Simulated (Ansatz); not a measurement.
The parent structure is La2O3 (space group P-3m1, No. 164; a = 3.906 Å, c = 6.039 Å).

All numbers come from PBEsol (Ansatz, an electronic-structure program, PAW, scalar-relativistic without spin-orbit coupling), earlier PAW set.

For the base:

- Gap character: indirect, L → K
- Band gap: 3.77 eV

Perturbation: the cell is scaled by 0.9596 in all directions; the atoms relax in the strained cell.

How does this affect the energy relative to the base, gap character, largest internal atomic displacement, band gap and hole mass?

The energy goes up by 110 meV/atom; the gap character becomes indirect, K → M (base: indirect, L → K); the largest internal atomic displacement is 0.041 Å; the band gap drops by 0.098 eV to 3.68 eV; the hole mass comes out as 2.8 mₑ along c, 0.87 mₑ across (at K).

Masses are band curvatures over ±0.01 Å⁻¹ around the edge. Stability against distortions was not tested.
